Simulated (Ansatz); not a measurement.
End structure of a constructed model of the (100) surface of fcc Ni, ferromagnetic, a layer of Ir in place of the second plane (bottom of the slab: a bare face, its two planes held):

```
CELL_PARAMETERS angstrom
      2.48857     0.00000     0.00000
      0.00000     2.48857     0.00000
      0.00000     0.00000    25.50000
ATOMIC_POSITIONS crystal
  Ni 0.50000 0.50000 0.32348
  Ni 0.00000 0.00000 0.39249
  Ni 0.50000 0.50000 0.46163
  Ni 0.00000 0.00000 0.53157
  Ir 0.50000 0.50000 0.60796
  Ni 0.00000 0.00000 0.68066
```

Slab: 6 atoms, 9.0 Å thick at the start (thin: gaps and levels are the slab's own); k 15x15x1, smearing 0.1 eV, dipole-corrected; 2 atoms held, the rest relaxed; held to the start's symmetry, so lower structures may exist; spin-polarised, ending with about 2.8 μB a cell; orders that need a larger cell were not tried, no spin-orbit, no U. It is one candidate, not shown to be the stable structure of the face.

Problem. What is the computed work function of the top face (Ansatz (a program for electronic structure) with PBE)?

Solution. 5.09 eV
